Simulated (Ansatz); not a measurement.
Be under a change: isotropic strain −0.57 %

Take Be in the hcp (Mg type) structure (space group P6_3/mmc, No. 194; a = 2.2617 Å, c = 3.5692 Å; relaxed with 0.1 eV smearing) as the base.

It is then changed as follows: every lattice vector is shortened by 0.57 %, atoms relaxed at fixed cell.

Level of theory: Kohn–Sham DFT with the r2SCAN functional, run in Ansatz (a quantum-chemistry and plane-wave program) with PAW and 500 eV plane waves, no spin-orbit coupling. k-mesh 29×29×16 (Γ-centred); smearing 0.1 eV (Fermi–Dirac).

The volume per atom shrinks by 0.134 Å³ to 7.77 Å³ and the space group is still P6_3/mmc (No. 194). The shortest interatomic distance drops by 0.0126 Å, from 2.211 Å to 2.199 Å and the energy grows by 0.9 meV/atom. The pressure (mean of the normal stresses, compression positive) goes from zero to 2.2 GPa and the band gap remains zero.

No phonon test of stability was made.
